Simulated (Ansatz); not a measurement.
## Bi (model structure, Fm-3m, No. 225, 1 atoms in the cell): properties by level of theory

```
level (code)     lattice constant a (Å)  cohesive energy (eV/atom)
---------------  ----------------------  -------------------------
LDA (Ansatz)                      4.905                        [?]
PBE (Ansatz)                      5.027                       2.35
PBEsol (Ansatz)                   4.943                        [?]
r²SCAN (Ansatz)                     [?]                        [?]
```

Question: Some entries are withheld; supply them.

Answer: 
- LDA (Ansatz, a first-principles code), cohesive energy (eV/atom): 3.32
- PBEsol (Ansatz), cohesive energy (eV/atom): 2.77
- r²SCAN (Ansatz), lattice constant a (Å): 5.005
- r²SCAN (Ansatz), cohesive energy (eV/atom): 1.98

Ansatz's density-functional and Hartree–Fock values are scalar-relativistic unless marked +SOC, with PAW data made under PBE.

Free atoms are spin-polarised, in the lowest state found; at levels without +SOC their spin–orbit coupling is left out.

Computed values are for the static lattice.

A model structure was made by putting elements into a prototype or built by hand; it is no filed structure, need not be a known phase, and can be a saddle point held by its symmetry.
